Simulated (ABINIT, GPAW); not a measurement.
A GPAW input for a self-consistent single point of Hf2S (P6_3/mmc, 6 atoms in the cell) (DFT LDA (Perdew-Wang 92), plane waves, GPAW PAW datasets LDA (gpaw-data 1.0.1)):

```python
from ase import Atoms
from ase.units import GPa
from gpaw import GPAW, PW, FermiDirac

atoms = Atoms(['Hf', 'Hf', 'Hf', 'Hf', 'S', 'S'],
              cell=[[3.323656, 0.000000, 0.000000],
                    [-1.661828, 2.878371, 0.000000],
                    [0.000000, 0.000000, 11.541649]],
              scaled_positions=[[0.666667, 0.333333, 0.899810],
                                [0.333333, 0.666667, 0.100190],
                                [0.333333, 0.666667, 0.399810],
                                [0.666667, 0.333333, 0.600190],
                                [0.000000, 0.000000, 0.750000],
                                [0.000000, 0.000000, 0.250000]],
              pbc=True)

calc = GPAW(mode=PW(550),
            xc='LDA',
            kpts={'size': (8, 8, 2), 'gamma': True},
            occupations=FermiDirac(0.05),
            nbands=-10,
            symmetry={'symmorphic': False, 'tolerance': 0.0005},
            maxiter=120,
            txt='-')

atoms.calc = calc

energy = atoms.get_potential_energy()
print('Energy (eV):', round(energy, 6))
forces = atoms.get_forces()
print('Forces (eV/Ang):')
print(forces.round(5))
stress = atoms.get_stress()
print('Stress (GPa, Voigt):', (stress / GPa).round(4))
```

Problem. Give the ABINIT input for the same structure, mesh, smearing and functional.

Solution. This is the input that was run; spellings and numerical settings could be chosen otherwise.

```
# Hf2S, JTH v2.0 LDA PAW
pp_dirpath "./"
pseudos "Hf.LDA_PW-JTH.xml, S.LDA_PW-JTH.xml"
acell 6.2808000859 6.2808000859 21.8105556366
rprim
         1.0000000000   -0.0000000190    0.0000000000
        -0.4999999836    0.8660254133    0.0000000000
         0.0000000000    0.0000000000    1.0000000000
natom 6
ntypat 2
znucl 72 16
typat 1 1 1 1 2 2
xred
         0.6666666667    0.3333333333    0.8998100000
         0.3333333333    0.6666666667    0.1001900000
         0.3333333333    0.6666666667    0.3998100000
         0.6666666667    0.3333333333    0.6001900000
         0.0000000000    0.0000000000    0.7500000000
         0.0000000000    0.0000000000    0.2500000000
ecut 571 eV
pawecutdg 1143 eV
pawxcdev 0
ixc 7
occopt 3
tsmear 0.05 eV
nband 39
kptopt 1
ngkpt 8 8 2
nshiftk 1
shiftk 0 0 0
nstep 60
tolvrs 1.0e-10
prtwf 0
prtden 0
```

Basis settings and potentials, where a program has them, do not carry over. This input uses DFT, LDA (PW92), plane waves, PAW (JTH v2.0 LDA PAW). LDA parametrisations can differ slightly between programs.

The starting cell comes from a database of computed structures (which also holds hypothetical and non-ambient phases and stackings), without a prior relaxation at this level. Its lattice was rescaled by a random factor within 2.5 % of one.
